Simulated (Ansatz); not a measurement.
free sheet of monolayer 1T PbI2: Pb9I18, 3 atomic planes, area 170 Å², cell height 16.7 Å with vacuum; both faces free, started from the relaxed sheet, in-plane cell fixed at 1.000 times the relaxed lattice. These are PBE, large-core I (plane waves, PAW; Ansatz, an electronic-structure program) values and carry that method's errors. Mean temperature 287 K, 9.2 ps sampled after 4.5 ps of Langevin dynamics; k-points: Γ only; no spin polarisation or spin-orbit coupling.

```tsv
plane (from the bottom)	atoms	start height (Å)	mean height (Å)	spread of site heights (Å)	rms motion, normal (Å)	rms motion, in plane (Å)	in-plane shift from the start (Å)	coordination
1	I9	-1.86	-1.87	0.01	0.17	0.18	0.02	3.0
2	Pb9	0.00	0.00	0.01	0.23	0.12	0.01	6.0
3	I9	1.86	1.87	0.01	0.17	0.18	0.02	3.0
```

```yaml
outer_plane_spacing: 1.87 Å against 1.86 Å at the start (+0 %)
normal_motion_of_the_outer_planes_over_that_of_the_middle: 0.8
in-plane diffusion: none seen within 9.2 ps
coordination_in_the_top_plane: 3-fold 100 %
mean vibrational (phonon) frequency: 1.8 THz
```

A denser in-plane k-mesh moves the forces of one frame by 0.01 eV/Å rms. Bonds are counted up to I-Pb 4.09 Å; heights count from the centre of mass.
